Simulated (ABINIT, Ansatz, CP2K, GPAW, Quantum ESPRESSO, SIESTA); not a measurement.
**Code comparison for SnSeS (P3m1, 3 atoms in the cell)**

Self-consistent single point, at a second geometry (lattice scaled by 0.98). First geometry:

```xyz
3
Lattice="3.8271 0.0000 0.0000 -1.9136 3.3144 0.0000 0.0000 0.0000 6.4773" Properties=species:S:1:pos:R:3 pbc="T T T"
Sn     0.0000     2.2096     0.0496
Se     0.0000     0.0000     4.9079
S      1.9136     1.1048     1.5198
```

Shared settings, as Ansatz (a quantum-chemistry and plane-wave program) writes them: kpoints.mp_grid.grid = 8 8 4; scf.occupations.method = fixed. Potentials and cutoffs stand in the table.

```csv
code,model,ΔF from the first geometry (meV/atom),pressure (GPa),largest force (eV/Å),gap on the mesh (eV),cutoff
Ansatz,"LDA (PW92), PAW files made with PBE",-36.4,-1.87,0.024,0.860,default
CP2K,"LDA (Pade form), GPW, DZVP-MOLOPT-SR-GTH basis, GTH-PADE potentials (GTH_POTENTIALS)",-36.9,-1.96,0.116,0.881,grid 400 Ry
SIESTA,"LDA PW92, numerical atomic orbitals DZP, PseudoDojo LDA standard norm-conserving potentials (rewritten from UPF to PSML)",-22.1,-0.01,0.770,0.917,grid 400 Ry
GPAW,"LDA (Perdew-Wang 92), GPAW PAW datasets LDA (gpaw-data 1.0.1)",-38.1,-2.08,0.043,0.868,600 eV
ABINIT,"LDA (PW92), PAW (JTH v2.0 LDA PAW)",-36.2,-1.86,0.021,0.852,571 eV
Quantum ESPRESSO,"LDA (PZ), GBRV 1.5 ultrasoft (LDA) pseudopotentials",-35.6,-1.82,0.025,0.853,40 Ry
```

Size of the force on each atom (eV/Å): Sizes of forces hide their directions.

```
code                Sn1    Se2     S3
----------------  -----  -----  -----
Ansatz            0.024  0.015  0.008
CP2K              0.116  0.081  0.035
SIESTA            0.414  0.770  0.358
GPAW              0.026  0.043  0.017
ABINIT            0.021  0.005  0.015
Quantum ESPRESSO  0.019  0.006  0.025
```

Gaps are read on the mesh.

The spread over the programs that give each value: ΔF from the first geometry within 16.0 meV/atom; pressure within 2.07 GPa; largest force within 0.749 eV/Å; gap on the mesh within 0.065 eV.

CP2K and SIESTA use small atom-centred bases, whose incompleteness enters pressures, forces and empty levels differently from a plane-wave cutoff. Ansatz's pressure is given at a fixed set of plane waves, as the other plane-wave codes print theirs. The same LDA comes in different parametrisations, which differ slightly. In the pressure, SIESTA (by 1.86) lies more than 1 GPa from the median of the plane-wave programs. In the force vectors, CP2K (by 0.094) and SIESTA (by 0.780) lie more than 0.08 eV/Å from the median of the plane-wave programs.

The starting cell comes from a database of computed structures (which also holds hypothetical and non-ambient phases and stackings), without a prior relaxation at this level. Its lattice was rescaled by a random factor within 2.5 % of one. For this run, on top of that: lattice scaled by 0.98.

Left out of this page: FLEUR (with a known weakness of the program).

Keys are those of Ansatz 0.2.
